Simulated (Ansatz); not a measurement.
Defect: interstitial Na in cuprite, charge state +1. Method: PBE, PAW (plane waves to 420 eV; Ansatz, an electronic-structure program).

48-site cell at the relaxed PBE lattice, one k-point at (0.250, 0.250, 0.250), smearing 0.05 eV, spin-restricted, no finite-size correction. No zero-point or tunnelling terms. PBE gaps are too small, and in this host the defect's levels may merge with the bands. The charge state is imposed; whether it is stable for some Fermi level was not computed. Sites that were not tried may lie lower.

Barriers: single points on a 2×2×2 k-point mesh shifted by half a step at the bands' geometries.

The step: several atoms move together, Na the farthest; the atom moves 1.37 Å along (-0.23, -0.23, 0.00) of the unit cell; the moving atom starts with neighbours 2 Cu at 2.47, Cu at 2.81, 2 Cu at 2.84, Cu at 2.88; O at 2.31, 2 O at 2.32, O at 2.33 Å and ends with 2 Cu at 2.46, Cu at 2.82, Cu at 2.84, Cu at 2.85, Cu at 2.88; O at 2.30, 2 O at 2.32, O at 2.33 Å.

**Question.** What migration barrier of this step does PBE, PAW give?

**Answer.** 1.70 kcal/mol, the same both ways. At the saddle the moving atom has neighbours Cu at 2.48, Cu at 2.57, Cu at 2.58, Cu at 2.80; O at 2.26, 2 O at 2.29, O at 2.93 Å. The program found a first-order saddle point.
